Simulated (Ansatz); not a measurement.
Ansatz (a program for electronic structure), DFT, PBE, plane waves, its default PAW files: Ru(0001) slab of 4 layers, 3x3, atoms displaced (Ru36), unrelaxed, 36 atoms. Basis and mesh were picked for this test and aren't claimed converged.

```
Property                                                 Result
-----------------------------  --------------------------------
cell                           8.12, 8.12, 20.42 Å; 90, 90, 60°
distance to the nearest atom                     2.57 to 2.67 Å
task                                               single point
k mesh                                                    4×4×1
hamiltonian.xc                                              pbe
kind of files                                               paw
scf.occupations.method                              fermi_dirac
scf.occupations.width                                    0.1 eV
output.forces                                              true
memory maximum (--max-ram)                               200GiB
accuracy                                       medium (default)
basis.precision                                  auto (default)
basis.xc_grid                                       2 (default)
scf.eigensolver.kind                             auto (default)
scf.convergence.dr2_threshold                   1e-07 (default)
scf.lower_state_search                          light (default)
k-points after symmetry                                      10
bands at the start                                          346
electrons                                                   576
plane waves at Γ                                          22791
cutoff (eV)                                                 420
FFT grid                                              60×60×144
symmetry operations                                           1
```

Settings of this run: scf.mixing.algorithm = broyden, scf.mixing.preconditioner = none; 32 threads.

```
iteration  dr2 (eV)     Hψ
---------  --------  -----
1            3.55e0  13388
2            1.35e3   8004
3            6.05e2   6696
4           6.69e-1   5289
5           3.26e-1   4874
6           9.35e-1   4059
7           4.78e-2   3993
8           4.36e-2   4808
9           1.89e-2   3700
10          3.83e-3   3504
11          8.11e-3   4635
12          2.08e-2   4423
13          2.60e-2   3451
14          1.88e-3   3471
15          2.03e-3   3663
16          1.56e-4   3706
17          3.05e-4   4510
18          1.56e-4   3586
19          5.94e-5   3488
20          4.56e-5   3556
21          4.04e-5   3589
22          1.06e-4   3450
23          1.43e-4   3449
24          6.94e-5   3481
25          1.15e-5   3573
26          2.42e-6   3822
27          1.61e-6   3873
28          1.91e-6   3692
29          5.07e-7   3491
30          5.25e-7   4037
31          3.39e-7   3574
32          6.28e-7   3773
33          6.29e-6   3789
34          2.90e-6   3678
35          9.43e-8  10546
```

It converged after 35 SCF iterations.

**Question.** The cycle is slow. Which setting should be changed?

**Answer.** This is not unique; one that fits is scf.mixing.preconditioner = auto (default) (9 SCF iterations), all else kept; it takes 9.2 s against 24 s on an otherwise empty node (AMD EPYC (Zen 5)). The other changes of this size gave: scf.mixing.algorithm = auto (default) (27); scf.mixing.preconditioner = kerker (41). In that run the program took: scf.mixing.preconditioner LDOS, scf.eigensolver.kind band_cg, --slots 7, --kpoint-pools 1. The change moves the result by: energy under 0.001 meV/atom, forces (largest component) 0.043 meV/Å.

Keys are those of Ansatz 0.2.
